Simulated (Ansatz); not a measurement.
Functionals compared on SiH3 on the 1x1 (10-10) surface of wurtzite ZnO (cut with top plane O + Zn), one in a 2x1 cell, started at the site 'top Zn', in Ansatz (plane waves, PAW). The structure was relaxed with PBE; the other rows are single points on it, each with its references at the same level. Cutoff 420 eV (500 eV for r2SCAN). The points keep PBE's geometry, so the relaxation of a polaron and the settling of charge on one site are left out.

Host crystal: wurtzite ZnO, with a band gap (PBE, scalar-relativistic without spin-orbit coupling).

Set-up: 36 atoms, 9.4 Å thick at the start under the adsorbate (thin: gaps and levels are the slab's own); mesh 3x4x1; 0.01 eV smearing; dipole correction on; 16 atoms held, the rest relaxed; no symmetry held; spin-polarised, no spin-orbit, no U, no dispersion correction. The starting moment vanished. At the end it is bonded to O. In PBE this state lies 0.05 eV over the lowest of the starts that converged ('top Zn #2'). These notes are the PBE run's. r2SCAN: The program's check for a lower electronic state was not made. Adsorption energies are against SiH4(g) − ½ H2(g). A negative adsorption energy means that the adsorbate is more stable on the surface than in its reference.

| functional | adsorption energy (eV) | magnetic moment of the cell (μB) | rough cost of the single point |
|---|---|---|---|
| PBE | -0.43 | 0.00 | – |
| RPBE | -0.20 | 0.00 | about 5 core-minutes (a rough figure) |
| r2SCAN | ___ | 0.00 | around 11 core-minutes (rough) |

**Question.** What belongs in the gaps?

**Answer.** 
- r2SCAN, adsorption energy (eV): -0.44

Ansatz is an electronic-structure program.
